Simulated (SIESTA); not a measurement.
A self-consistent single point of Li₂VCrO₄ (C2/m, 8 atoms in the cell) with SIESTA

Method of the run: SIESTA with GGA PBEsol, numerical atomic orbitals DZP, PseudoDojo PBEsol standard norm-conserving potentials (rewritten from UPF to PSML).

This input was run:

```
# files in the folder: Li.psml V.psml Cr.psml O.psml (PseudoDojo PBEsol standard)
SystemName  Li2VCrO4
SystemLabel siesta

NumberOfAtoms                8
NumberOfSpecies              4
%block ChemicalSpeciesLabel
  1 3 Li
  2 23 V
  3 24 Cr
  4 8 O
%endblock ChemicalSpeciesLabel
LatticeConstant              1.0 Bohr
%block LatticeVectors
     9.371926640   -2.804107905    0.000000000
     9.371926640    2.804107905    0.000000000
    -1.576600396    0.000000000    9.591930445
%endblock LatticeVectors
AtomicCoordinatesFormat      Ang
%block AtomicCoordinatesAndAtomicSpecies
     2.275461529    0.000000000    1.306569658  1
     6.809057471   -0.000000000    3.769261342  1
     4.959410000    0.000000000    0.000000000  2
    -0.417150500    0.000000000    2.537915500  3
     8.682103430    0.000000000    0.665238411  4
     0.402415570   -0.000000000    4.410592589  4
     3.303845661   -0.000000000    3.167013994  4
     5.780673339    0.000000000    1.908817006  4
%endblock AtomicCoordinatesAndAtomicSpecies

XC.functional                GGA
XC.authors                   PBEsol
PAO.BasisSize                DZP
PAO.EnergyShift              0.01 Ry
PAO.Polarization.NonPerturbative true
MeshCutoff                   400 Ry
%block kgrid.MonkhorstPack
    6   0   0  0.0
    0   6   0  0.0
    0   0   3  0.0
%endblock kgrid.MonkhorstPack
OccupationFunction           FD
ElectronicTemperature        50.0 meV
Spin                         polarized
%block DM.InitSpin
  1 +0.00
  2 +0.00
  3 +2.00
  4 +3.00
  5 +0.00
  6 +0.00
  7 +0.00
  8 +0.00
%endblock DM.InitSpin

MaxSCFIterations             150
SCF.Mixer.Method             Broyden
SCF.Mixer.Weight             0.1
SCF.Mixer.History            6
SCF.DM.Tolerance             1.0E-05
Diag.ParallelOverK           true
WriteForces                  true
Charge.Mulliken              end
```

The program printed (abridged):

```
reinit: Reading from file input.fdf

reinit: System Name: Li2VCrO4
reinit: System Label: siesta

NOTE on units for spin output:
{S} is the spin magnetic moment, in units of the Bohr magneton,
assuming a g-factor for the electron spin of exactly 2.
The spin magnetic moment is then numerically equal to the charge inbalance,
in units of electrons, between the spin-up and -down channels.

coor:   Atomic-coordinates input format  =     Cartesian coordinates
coor:                                          (in Angstroms)

siesta: Atomic coordinates (Bohr) and species
siesta:      4.30000   0.00000   2.46906  1        1
siesta:     12.86725  -0.00000   7.12287  1        2
siesta:      9.37193   0.00000   0.00000  2        3
siesta:     -0.78830   0.00000   4.79597  3        4
siesta:     16.40680   0.00000   1.25712  4        5
siesta:      0.76046  -0.00000   8.33481  4        6
siesta:      6.24336  -0.00000   5.98479  4        7
siesta:     10.92389   0.00000   3.60714  4        8

siesta: System type = bulk

initatomlists: Number of atoms, orbitals, and projectors:      8   102   104

siesta: ******************** Simulation parameters ****************************
redata: Spin configuration                          = collinear
redata: Time-Reversal Symmetry                      = T
redata: Number of Atomic Species                    =        4
redata: Mesh Cutoff                                 =   400.0000 Ry
redata: Net charge of the system                    =     0.0000 |e|
redata: Min. number of SCF Iter                     =        0
redata: Max. number of SCF Iter                     =      150
redata: SCF convergence failure will abort job
redata: SCF mix quantity                            = Hamiltonian
redata: Mix DM or H after convergence               =   F
redata: Recompute H after scf cycle                 =   F
redata: Mix DM in first SCF step                    =   T
redata: No kicks to SCF
   [... lines left out ...]
diag: Used triangular part                          = Lower
diag: Absolute tolerance                            =  0.100E-15
diag: Orthogonalization factor                      =  0.100E-05
diag: Memory factor                                 =  1.0000

superc: Internal auxiliary supercell:     9 x     9 x     5  =     405
superc: Number of atoms, orbitals, and projectors:   3240  41310  42120

                        Single-point calculation

superc: Internal auxiliary supercell:     9 x     9 x     5  =     405
superc: Number of atoms, orbitals, and projectors:   3240  41310  42120

outcell: Unit cell vectors (Ang):
        4.959410   -1.483870    0.000000
        4.959410    1.483870    0.000000
       -0.834301    0.000000    5.075831

outcell: Cell vector modules (Ang)   :    5.176642    5.176642    5.143940
outcell: Cell angles (23,13,12) (deg):     98.9391     98.9391     33.3147
outcell: Cell volume (Ang**3)        :     74.7073
new_DM -- step:     1
Initializing Density Matrix...

Attempting to read DM from file... Failed...
DM filled with atomic data (user-defined):

InitMesh: MESH = 60 x 60 x 100 = 360000
InitMesh: Mesh cutoff (required, used) =   400.000   415.453 Ry

stepf: Fermi-Dirac step function
        iscf     Eharris(eV)        E_KS(eV)     FreeEng(eV)     dDmax    Ef(eV) dHmax(eV)
   scf:    1    -6257.559882    -6502.534246    -6502.560476  0.711165 -2.009743 66.628245
     spin moment: {S} , |S| = {        0.0        0.0    1.49018 }     1.49018
   scf:    2    -6465.669994    -6575.755463    -6575.797655  0.966579 -3.121185 37.844141
     spin moment: {S} , |S| = {        0.0        0.0    1.80946 }     1.80946
   scf:    3    -6604.312151    -6604.344889    -6604.393047  0.462829 -3.629674 15.868630
     spin moment: {S} , |S| = {        0.0        0.0    3.77582 }     3.77582
   scf:    4    -6602.134593    -6611.655683    -6611.693206  0.287752 -6.051020  6.978256
     spin moment: {S} , |S| = {        0.0        0.0    4.64071 }     4.64071
   scf:    5    -6610.082326    -6613.265561    -6613.315339  0.113389 -5.066572  5.158880
     spin moment: {S} , |S| = {        0.0        0.0    4.63747 }     4.63747
   scf:    6    -6614.704718    -6614.139889    -6614.176108  0.063968 -5.557212  2.360014
   [... lines left out ...]
   scf:   15    -6614.305186    -6614.305153    -6614.330243  0.000117 -5.843234  0.004700
     spin moment: {S} , |S| = {        0.0        0.0    4.99997 }     4.99997
   scf:   16    -6614.305241    -6614.305197    -6614.330246  0.000156 -5.843085  0.003291
     spin moment: {S} , |S| = {        0.0        0.0    4.99997 }     4.99997
   scf:   17    -6614.305306    -6614.305252    -6614.330249  0.000205 -5.842962  0.001534
     spin moment: {S} , |S| = {        0.0        0.0    4.99997 }     4.99997
   scf:   18    -6614.305303    -6614.305277    -6614.330250  0.000099 -5.842883  0.000982
     spin moment: {S} , |S| = {        0.0        0.0    4.99997 }     4.99997
   scf:   19    -6614.305291    -6614.305284    -6614.330251  0.000023 -5.842875  0.000864
     spin moment: {S} , |S| = {        0.0        0.0    4.99997 }     4.99997
   scf:   20    -6614.305289    -6614.305287    -6614.330251  0.000010 -5.842871  0.000748
     spin moment: {S} , |S| = {        0.0        0.0    4.99997 }     4.99997
SCF Convergence by DM+H criterion
max |DM_out - DM_in|         :     0.0000098273
max |H_out - H_in|      (eV) :     0.0007482774
SCF cycle converged after 20 iterations

Using DM_out to compute the final energy and forces

siesta: E_KS(eV) =            -6614.3053

siesta: E_KS - E_eggbox =     -6614.3053

siesta: Atomic forces (eV/Ang):
     1    0.026996   -0.000000   -0.019072
     2   -0.026996    0.000000    0.019072
     3    0.000000    0.000000    0.000000
     4   -0.000000    0.000000   -0.000000
     5    0.323108   -0.000000    0.234863
     6   -0.323108    0.000000   -0.234863
     7    0.558758   -0.000000    0.224838
     8   -0.558758    0.000000   -0.224838
   Tot   -0.000000    0.000000   -0.000000
   Max    0.558758
   Res    0.208849    sqrt( Sum f_i^2 / 3N )
   Max    0.558758    constrained

Stress tensor Voigt[x,y,z,yz,xz,xy] (kbar):       99.95      137.62       99.22       -0.00       17.08        0.00
(Free)E + p*V (eV/cell)    -6619.5651
Target enthalpy (eV/cell)    -6614.3303

siesta: Program's energy decomposition (eV):
siesta: Ebs     =     -1560.068503
siesta: Eions   =      9273.694370
siesta: Ena     =      1130.813126
siesta: Ekin    =      3362.769191
siesta: Enl     =      -695.380378
siesta: Eso     =         0.000000
siesta: Edftu   =         0.000000
siesta: DEna    =        60.934070
siesta: DUscf   =         4.574154
siesta: DUext   =         0.000000
siesta: Ex      =     -1123.501970
siesta: Ec      =       -80.819110
siesta: Exc     =     -1204.321079
siesta: Eharris =     -6614.305289
siesta: Etot    =     -6614.305287
siesta: FreeEng =     -6614.330251

siesta: Atomic forces (eV/Ang):
siesta:      1    0.026996   -0.000000   -0.019072
siesta:      2   -0.026996    0.000000    0.019072
siesta:      3    0.000000    0.000000    0.000000
siesta:      4   -0.000000    0.000000   -0.000000
siesta:      5    0.323108   -0.000000    0.234863
siesta:      6   -0.323108    0.000000   -0.234863
siesta:      7    0.558758   -0.000000    0.224838
siesta:      8   -0.558758    0.000000   -0.224838
siesta: ----------------------------------------
   [... lines left out ...]
siesta: Cell volume =         74.707296 Ang**3
siesta:        -112.26584119       -116.69165954  kBar
   [... lines left out ...]
               3dz2    3dxz    3dx2-y2
   4  4.938   0.934   0.105   0.015   0.970   0.972   0.973   0.107   0.105
              0.090   0.203   0.102   0.158   0.144   0.075  -0.009   0.004

             -0.004  -0.008   0.003

Species: O
Atom  Qatom  Qorb
               2s      2s      2py     2pz     2px     2py     2pz     2px
               3dxy    3dyz    3dz2    3dxz    3dx2-y2
   5  3.336   0.866   0.015   0.871   0.857   0.901  -0.065  -0.057  -0.089
              0.010   0.006   0.008   0.008   0.005
   6  3.336   0.866   0.015   0.871   0.857   0.901  -0.065  -0.057  -0.089
              0.010   0.006   0.008   0.008   0.005
   7  3.324   0.863   0.016   0.851   0.869   0.890  -0.053  -0.066  -0.081
              0.010   0.005   0.008   0.007   0.005
   8  3.324   0.863   0.016   0.851   0.869   0.890  -0.053  -0.066  -0.081
              0.010   0.005   0.008   0.007   0.005

mulliken: Qtot =       26.000

Mulliken Atomic Populations:
Atom #   charge [q] valence [e]      Sz [e]  Species
     1     0.152522    2.847478   -0.033007  Li
     2     0.152522    2.847478   -0.033007  Li
     3     1.251618   11.748382    2.022690  V
     4     1.016556   12.983444    3.108146  Cr
     5    -0.652707    6.652707   -0.018431  O
     6    -0.652707    6.652707   -0.018431  O
     7    -0.633902    6.633902   -0.013996  O
     8    -0.633902    6.633902   -0.013996  O
 Total     0.000000                4.999967
```

The run converged in 20 iterations.

The starting cell comes from a database of computed structures (which also holds hypothetical and non-ambient phases and stackings), without a prior relaxation at this level. The magnetic order is the one reached from the typed start; others were not searched systematically. Values carry the incompleteness of an atom-centred basis. With a pressure of about -11 GPa the cell is away from its equilibrium volume at this level.

Cost on one core of a shared machine: roughly 7 min.
